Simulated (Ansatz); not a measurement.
Results of r²SCAN+rVV10 (plane waves, PAW; Ansatz, an electronic-structure program) for LiF (model structure, P6₃/mmc, No. 194, 4 atoms in the cell).

Numerical settings: plane-wave cutoff 560 eV, 12×12×8 k mesh (along the axes of the cell as run), Fermi–Dirac smearing 0.01 eV, scalar-relativistic PAW data made under PBE.

Computed at the level's own relaxed cell.

```xyz
4
Lattice="3.2665 0.0000 0.0000 -1.6333 2.8289 0.0000 0.0000 0.0000 3.9839" Properties=species:S:1:pos:R:3 pbc="T T T"
Li     0.0000     1.8859     2.9879
F      1.6333     0.9430     2.9879
F      0.0000     1.8859     0.9960
Li     1.6333     0.9430     0.9960
```

List the 10 lowest band energies at Γ above −25 eV (eV, relative to the valence band maximum), grouping those that round alike.

At Γ: -21.08, -20.42, -2.94, -1.30 (×2), -0.50 (×2), 0.00, 8.50, 15.88.

Note: the relaxation could raise the start's symmetry but not lower it, so the cell can be a saddle point.

A model structure was made by putting elements into a prototype or built by hand; it is no filed structure, need not be a known phase, and can be a saddle point held by its symmetry.
